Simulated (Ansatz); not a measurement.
The starting structures come from a database of crystals and need not be the phases stable at ambient conditions.

Data:

```yaml
crystal:
  lattice:
    - [5.82327, 0.00000, 0.00000]
    - [0.00000, 13.86718, 0.00000]
    - [0.00000, 6.93359, 2.97503]
  atoms:
    - { symbol: Sr, position: [0.75000, 0.09292, 0.00000] }
    - { symbol: Sr, position: [0.25000, 0.90708, 0.00000] }
    - { symbol: Bi, position: [0.75000, 0.42709, 0.00000] }
    - { symbol: Bi, position: [0.25000, 0.57291, 0.00000] }
    - { symbol: I, position: [0.75000, 0.75510, 0.00000] }
    - { symbol: I, position: [0.25000, 0.24490, 0.00000] }
    - { symbol: O, position: [0.50000, 0.73273, 0.53454] }
    - { symbol: O, position: [0.50000, 0.26727, 0.46546] }
    - { symbol: O, position: [0.00000, 0.26727, 0.46546] }
    - { symbol: O, position: [0.00000, 0.73273, 0.53454] }
```

Space group of this cell: Cmcm. The cell is taken as given; by r2SCAN its mean pressure is -2.1 GPa.

Transport runs along the normal of the first two printed cell vectors.

No gap correction and no spin-orbit coupling; mid-gap values are interpolated between computed energies.

Task: Give the band gap and the smallest decay constant κ at mid-gap that r2SCAN (Ansatz, a quantum-chemistry and plane-wave program) yields.

Result: Gap 3.32 eV on a 6×10×10 mesh; κ = 0.344 1/Å, at the zone centre.
